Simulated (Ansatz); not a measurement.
```yaml
crystal:
  lattice:
    - [3.00673, -0.00038, 0.10829]
    - [3.00631, 4.25308, 0.16338]
    - [0.49484, 1.77721, 26.46070]
  atoms:
    - { symbol: Mg, position: [0.42076, 0.00126, 0.09599] }
    - { symbol: Mg, position: [0.41967, 0.52817, 0.04190] }
    - { symbol: Mg, position: [0.42293, 0.94398, 0.21072] }
    - { symbol: Mg, position: [0.42187, 0.47208, 0.15432] }
    - { symbol: Mg, position: [0.42596, 0.88705, 0.32479] }
    - { symbol: Mg, position: [0.42435, 0.41538, 0.26801] }
    - { symbol: Mg, position: [0.42970, 0.83032, 0.43848] }
    - { symbol: Mg, position: [0.42782, 0.35846, 0.38208] }
    - { symbol: Mg, position: [0.43268, 0.77422, 0.55089] }
    - { symbol: Mg, position: [0.43151, 0.30121, 0.49681] }
    - { symbol: O, position: [0.91976, 0.02797, 0.04246] }
    - { symbol: O, position: [0.92062, 0.50076, 0.09694] }
    - { symbol: O, position: [0.92162, 0.97241, 0.15390] }
    - { symbol: O, position: [0.92288, 0.44392, 0.21093] }
    - { symbol: O, position: [0.92433, 0.91550, 0.26788] }
    - { symbol: O, position: [0.92603, 0.38702, 0.32491] }
    - { symbol: O, position: [0.92788, 0.85858, 0.38186] }
    - { symbol: O, position: [0.92961, 0.33010, 0.43889] }
    - { symbol: O, position: [0.93132, 0.80166, 0.49585] }
    - { symbol: O, position: [0.93271, 0.27447, 0.55033] }
    - { symbol: V, position: [0.93361, 0.23756, 0.62426] }
    - { symbol: V, position: [0.93349, 0.72576, 0.64796] }
    - { symbol: V, position: [0.43158, 0.68996, 0.71854] }
    - { symbol: V, position: [0.43234, 0.19225, 0.71433] }
    - { symbol: V, position: [0.92680, 0.15109, 0.79641] }
    - { symbol: V, position: [0.92633, 0.65137, 0.79640] }
    - { symbol: V, position: [0.42155, 0.61232, 0.87422] }
    - { symbol: V, position: [0.42085, 0.11023, 0.87851] }
    - { symbol: V, position: [0.91970, 0.06454, 0.96853] }
    - { symbol: V, position: [0.91903, 0.57646, 0.94478] }
```

The first 20 atoms are the substrate (MgO-rs), the rest the film (V).

Level of theory: PBE (plane waves to 420 eV, PAW; Ansatz, a quantum-chemistry and plane-wave program). No spin–orbit coupling; the runs are not spin-polarised; PBE gaps are too small against experiment. Its k-point mesh 13×7×1, Fermi–Dirac width 0.05 eV.

Problem. Describe the bonding at the interfaces and give the barriers.

Solution. A periodic stack without vacuum, bcc V (1 1 0) on rock-salt MgO (1 1 0) (film strained to the substrate, started from cuts of the bulks and a machine-learned relaxation; slabs Mg10O10 and V10, which can lie off the formulas): substrate slab Mg10O10, film V10, surface cells [[0, -1], [1, -1]] and [[-2, -1], [-2, -2]], film strained by +0.4 and +0.4 %, outermost planes MgO/MgO and V/V as cut, which need not be the usual terminations and can put a slab off its formula.
interface area: 12.8 Å²
period: 26.40 Å
heights between the nearest atoms of the two slabs at the two interfaces: 1.94 and 1.94 Å
Mg–V contacts across the interfaces within 1.22 times the sum of covalent radii: 8, mean 2.92 Å
O–V contacts across the interfaces within 1.22 times the sum of covalent radii: 2, mean 1.95 Å
hole barrier (PBE): 3.31 eV
electron barrier (PBE): 1.15 eV
